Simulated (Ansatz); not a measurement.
Rh: response to strain

Base system: Rh in the fcc (Cu type) structure (space group Fm-3m, No. 225; a = 3.755 Å; relaxed with 0.1 eV smearing). Axes: x, y, z lie along the cube axes.

Strains are applied to the cell and any free atomic positions relax.

Calculations: LDA in Ansatz (plane waves to 420 eV, PAW, no spin-orbit coupling).

Notes on the quantities. energy relative to the base: free energy F.

```csv
uniaxial strain ε_zz (%),energy relative to the base (meV/atom)
-3,19.7
-2.5,13.5
-2,8.6
-1.5,4.8
-1,?
-0.5,0.5
0,0.0
```

**Question.** Fit ΔE = Aε² + Bε³ (ε in %) to the rows shown and predict the withheld row.

**Answer.** Least squares on the printed values gives A = 2.06 and B = -0.042 meV/atom (largest residual 0.0 meV/atom); this predicts 2.1 meV/atom, and the run gives 2.1 meV/atom, in agreement.

No phonon test of stability was made. The final runs are not spin-polarised.

Ansatz is an electronic-structure program.
